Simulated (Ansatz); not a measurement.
# Pressure series in C

Take C in the graphite type structure (space group P6_3/mmc, No. 194; a = 2.455 Å, c = 6.671 Å; layered, stacked along the Cartesian z axis) as the base.

Cell and atoms are relaxed at each pressure.

All numbers come from Kohn–Sham DFT with the r2SCAN+rVV10 functional, run in Ansatz (an electronic-structure program) with PAW and 500 eV plane waves, scalar-relativistic without spin-orbit coupling.

| P (GPa) | V (Å³/atom) |
|---|---|
| -2.00 | 9.478 |
| -1.00 | 8.974 |
| 0.29 | 8.643 |
| 0.69 | 8.565 |
| 1.50 | 8.428 |
| 3.01 | 8.220 |
| 5.01 | 8.002 |
| 7.51 | 7.786 |
| 10.00 | 7.608 |

Fit a third-order Birch–Murnaghan equation of state.

Least squares on P(V) = (3B₀/2)[(V₀/V)^(7/3) − (V₀/V)^(5/3)]·[1 + (3/4)(B₀′ − 4)((V₀/V)^(2/3) − 1)] gives V₀ = 8.71 Å³/atom, B₀ = 39 GPa and B₀′ = 10.5.

Measured bulk modulus of C: 33.8 GPa (room temperature; as listed in Wengen Ouyang et al., Journal of Chemical Theory and Computation (2019)); the computed value is for a static lattice, so the two differ by thermal effects too.

The mesh was chosen for an insulator and is coarse for the gapless case. Load acts through the strain it causes; cell and atoms are relaxed under it. Whether these cells are dynamically stable was not tested. Competing high-pressure phases were not computed.
